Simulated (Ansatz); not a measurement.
**Response to strain in Ca**

Take Ca in the fcc (Cu type) structure (space group Fm-3m, No. 225; relaxed with 0.1 eV smearing) as the base.

```yaml
crystal:
  lattice:
    - [0.00000, 2.72790, 2.72790]
    - [2.72790, 0.00000, 2.72790]
    - [2.72790, 2.72790, 0.00000]
  atoms:
    - { symbol: Ca, position: [0.00000, 0.00000, 0.00000] }
```

Cartesian axes are those of the cell as printed.

Strains are applied to the cell and any free atomic positions relax; under biaxial strain the out-of-plane vector relaxes too.

Calculations: DFT with PBEsol, PAW potentials and a 420 eV plane-wave cutoff in Ansatz (a quantum-chemistry and plane-wave program), scalar-relativistic without spin-orbit coupling.

Candidates:
(a) biaxial strain +1.50 %, plane normal [001], relaxed out of plane
(b) biaxial strain +1.00 %, plane normal [001], relaxed out of plane
(c) biaxial strain −2.00 %, plane normal [001], relaxed out of plane

Order them by out-of-plane strain, lowest first.

(a) biaxial strain +1.50 %, plane normal [001], relaxed out of plane (-2.13 %), (b) biaxial strain +1.00 %, plane normal [001], relaxed out of plane (-1.38 %), (c) biaxial strain −2.00 %, plane normal [001], relaxed out of plane (+2.54 %)

No phonon test of stability was made.
